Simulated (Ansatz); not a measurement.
Results of r²SCAN+rVV10 (Ansatz, a quantum-chemistry and plane-wave program, PAW) for BeS (model structure, started from the BeO type, P4₂/mnm, No. 136, 8 atoms in the cell).

Numerical settings: plane-wave cutoff 560 eV, 6×6×10 k mesh (along the axes of the cell as run), Fermi–Dirac smearing 0.01 eV, scalar-relativistic PAW data made under PBE.

Cell (relaxed at this level):

```xyz
8
Lattice="5.8904 0.0000 0.0000 0.0000 5.8904 0.0000 0.0000 0.0000 3.4561" Properties=species:S:1:pos:R:3 pbc="T T T"
Be     1.9510     3.9394     0.0000
Be     3.9394     1.9510     0.0000
Be     4.8962     4.8962     1.7280
Be     0.9942     0.9942     1.7280
S      1.8160     1.8160     0.0000
S      4.0744     4.0744     0.0000
S      1.1292     4.7612     1.7280
S      4.7612     1.1292     1.7280
```

**Question.** Predict the band gap, smallest direct gap on the k points sampled and direct gap at Γ.

**Answer.** 
* **band gap**: 3.66 eV (indirect)
* **smallest direct gap on the k points sampled**: 4.31 eV
* **direct gap at Γ**: 4.51 eV

Note: the relaxation could raise the start's symmetry but not lower it, so the cell can be a saddle point.

Computed values are for the static lattice.

It cost very roughly 40 core-seconds of CPU time.

A model structure was made by putting elements into a prototype or built by hand; it is no filed structure, need not be a known phase, and can be a saddle point held by its symmetry.
